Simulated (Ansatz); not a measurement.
## Hypothetical diamond La: pressure series

Consider La in the diamond structure (space group Fd-3m, No. 227; a = 6.6795 Å; a hypothetical phase, not in the database extracts checked).

Cell and atoms are relaxed at each pressure.

Levels (all Ansatz, a first-principles code, PAW): PBE (420 eV, scalar-relativistic without spin-orbit coupling); PBEsol (420 eV, no SOC).

The base cell above is that of PBE; each level relaxes its own structures.

```
case              volume per atom, PBE  volume per atom, PBEsol
----------------  --------------------  -----------------------
pressure −2 GPa               39.31 Å³                 36.84 Å³
pressure −1 GPa               38.18 Å³                 36.03 Å³
pressure 0.3 GPa              37.01 Å³                 35.15 Å³
pressure 0.7 GPa              36.69 Å³                 34.91 Å³
pressure 1.5 GPa              36.11 Å³                      [?]
pressure 3 GPa                35.17 Å³                      [?]
pressure 5 GPa                34.12 Å³                 32.79 Å³
pressure 7.5 GPa              33.03 Å³                      [?]
pressure 10 GPa               32.11 Å³                      [?]
```

Task: Complete the table.

Result: 
- pressure 1.5 GPa, volume per atom, PBEsol: 34.45 Å³
- pressure 3 GPa, volume per atom, PBEsol: 33.68 Å³
- pressure 7.5 GPa, volume per atom, PBEsol: 31.86 Å³
- pressure 10 GPa, volume per atom, PBEsol: 31.06 Å³

PBE lies above PBEsol in every row, by 1.05 Å³ to 2.48 Å³. They put the cases in the same order.

Load acts through the strain it causes; cell and atoms are relaxed under it. Stability against distortions was not tested. No other phases were tried under pressure.
